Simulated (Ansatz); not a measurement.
Sn4Pd: Sn → Re

The parent structure is Sn4Pd (space group Ccce, No. 68; a = 6.4426 Å, b = 11.4222 Å, c = 6.3977 Å).

Modification: every Sn is replaced by Re, then cell and atoms are relaxed.

Calculations: plane-wave PAW DFT at the PBEsol level (Ansatz, a first-principles code, 420 eV), no spin-orbit coupling. k-mesh 13×13×13 (Γ-centred); smearing 0.05 eV (Fermi–Dirac), for the changed cell.

The volume per atom shrinks by 8.05 Å³ to 15.49 Å³ and the density rises by 10.05 g/cm³ (8.20 g/cm³ → 18.25 g/cm³). The space group goes from Ccce (No. 68) to I4/mmm (No. 139) and the band gap is still zero.

Final structure:

```xyz
5
Lattice="-2.9957 2.9957 2.1573 2.9957 -2.9957 2.1573 2.9957 2.9957 -2.1573" Properties=species:S:1:pos:R:3 pbc="T T T"
Re     4.1914     0.0000     0.0000
Re     1.8000     0.0000     0.0000
Re     0.0000     4.1914     0.0000
Re     0.0000     1.8000     0.0000
Pd     0.0000     0.0000     2.1573
```

Whether these cells are dynamically stable was not tested. As relaxed here, Re4Pd is a hypothetical phase, not in the database extracts checked. All final runs are without spin polarisation.
